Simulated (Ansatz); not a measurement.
**InP (space group Pm-3n, No. 223; a hypothetical phase, not in the database extracts checked)**

```cif
data_In6P6
_chemical_formula_sum 'In6 P6'
_space_group_name_H-M_alt 'P 1'
_space_group_IT_number 1
_cell_length_a 7.24107
_cell_length_b 7.24107
_cell_length_c 7.24107
_cell_angle_alpha 90.000
_cell_angle_beta 90.000
_cell_angle_gamma 90.000
loop_
_space_group_symop_operation_xyz
  'x, y, z'
loop_
_atom_site_label
_atom_site_type_symbol
_atom_site_fract_x
_atom_site_fract_y
_atom_site_fract_z
_atom_site_occupancy
In1 In 0.25000 0.00000 0.50000 1
In2 In 0.50000 0.25000 0.00000 1
In3 In 0.50000 0.75000 0.00000 1
In4 In 0.75000 0.00000 0.50000 1
In5 In 0.00000 0.50000 0.75000 1
In6 In 0.00000 0.50000 0.25000 1
P1 P 0.25000 0.50000 0.00000 1
P2 P 0.00000 0.25000 0.50000 1
P3 P 0.00000 0.75000 0.50000 1
P4 P 0.75000 0.50000 0.00000 1
P5 P 0.50000 0.00000 0.75000 1
P6 P 0.50000 0.00000 0.25000 1
```

Calculations: PBEsol/PAW in Ansatz (an electronic-structure program), no spin-orbit coupling. k-mesh 4×4×4 (Γ-centred); smearing 0.05 eV (Fermi–Dirac).

- Volume per atom = 31.64 Å³
- Density = 3.83 g/cm³
- Band gap = 0.65 eV, direct at Γ
- Electron mass = 0.057 mₑ
- Hole mass (degenerate bands, along [100]) = 0.047, 1.9, 1.9 mₑ
- Lowest conduction-band minima above the VBM = Γ 0.65 eV
- Total energy = -3132.775 eV/atom (σ→0; compares only within this code and set-up)

Masses are band curvatures over ±0.01 Å⁻¹ around the edge. Stability against distortions was not tested.
